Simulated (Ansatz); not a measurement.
WC, response to strain

The reference is WC (space group P-6m2, No. 187; relaxed with 0.1 eV smearing).

Space group P-6m2 (No. 187); a = b = 2.9131 Å, c = 2.8358 Å, α = β = 90.00°, γ = 120.00°

```csv
atom,site,symmetry,x,y,z
W,1a,-6m2,0.0000,0.0000,0.0000
C,1f,-6m2,0.6667,0.3333,0.5000
```

Strains are applied to the cell and any free atomic positions relax.

Computed with Ansatz (an electronic-structure program), r2SCAN, PAW, cutoff 500 eV, no SOC, earlier PAW set.

Notes on the quantities. pressure: mean of the normal stresses, compression positive.

| isotropic strain (%) | pressure (GPa) |
|---|---|
| -3.88 | 61.6 |
| -3.67 | ? |
| -0.89 | 11.5 |
| 0 | 0.0 |
| 1.75 | -18.9 |

Fit P = P₀ − Bδ + Cδ² with δ = (1 + ε)³ − 1 to the rows shown and predict the withheld row.

Least squares on the printed values gives P₀ = -0.2 GPa, B = 415 GPa (at held cell shape), C = 1220 GPa (largest residual 0.2 GPa); this predicts 57.6 GPa, and the run gives 57.4 GPa, 0.2 lower.

No phonon test of stability was made. The final runs are not spin-polarised.
